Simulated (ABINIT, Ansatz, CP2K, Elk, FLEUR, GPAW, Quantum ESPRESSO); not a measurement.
# Code comparison for ZnSe (F-43m, 2 atoms in the cell)

Self-consistent single point, at a second geometry (lattice scaled by 0.98). First geometry:

```yaml
crystal:
  lattice:
    - [0.00000, 2.83500, 2.83500]
    - [2.83500, 0.00000, 2.83500]
    - [2.83500, 2.83500, 0.00000]
  atoms:
    - { symbol: Zn, position: [0.00000, 0.00000, 0.00000] }
    - { symbol: Se, position: [0.25000, 0.25000, 0.25000] }
```

Shared settings, as Ansatz (a program for electronic structure) writes them: kpoints.mp_grid.grid = 10 10 10; scf.occupations.method = fermi_dirac; scf.occupations.width = 0.01 eV. Potentials and cutoffs stand in the table.

```csv
code,model,ΔF from the first geometry (meV/atom),pressure (GPa),gap on the mesh (eV),cutoff
GPAW,"PBE, GPAW PAW datasets PBE (gpaw-data 1.0.1)",35.0,6.59,1.542,800 eV
ABINIT,"PBE, PAW (JTH v2.0 PBE PAW)",35.2,6.59,1.536,30 Ha
Elk,"PBE, all-electron FP-LAPW, Elk's shipped species files, default APW+lo basis",35.8,–,1.480,rgkmax 7
Ansatz,"PBE, default PAW files",34.9,6.51,1.531,420 eV
CP2K,"PBE, GPW, DZVP-MOLOPT-PBE-GTH basis, GTH-PBE potentials (POTENTIAL_UZH)",41.8,7.50,1.499,grid 600 Ry
FLEUR,"PBE, all-electron FLAPW (FLEUR), scalar-relativistic valence",37.3,–,1.537,Kmax 4 1/bohr
Quantum ESPRESSO,"PBE, SSSP 1.1.2 efficiency (PBE) pseudopotentials",36.0,6.43,1.525,50 Ry
```

A dash marks a value that a program does not give, or that is left out as unsure.

Gaps are read on the mesh.

The spread over the programs that give each value: ΔF from the first geometry within 6.9 meV/atom; pressure within 1.07 GPa; gap on the mesh within 0.062 eV.

CP2K uses small atom-centred bases, whose incompleteness enters pressures, forces and empty levels differently from a plane-wave cutoff. Elk and FLEUR treat all electrons, but the usual bases taken here (sphere radii, linearisation, local orbitals, empty states) were not tested for convergence, so the values are no reference for the others. Ansatz's pressure is given at a fixed set of plane waves, as the other plane-wave codes print theirs; with its correction for the finite basis it is 6.57 GPa.

The starting cell has typed, rounded lattice constants, without a prior relaxation at this level. For this run, on top of that: lattice scaled by 0.98.

Left out of this page: SIESTA (unsound by tests on forces, stress, charge or solver warnings).

Keys are those of Ansatz 0.2.
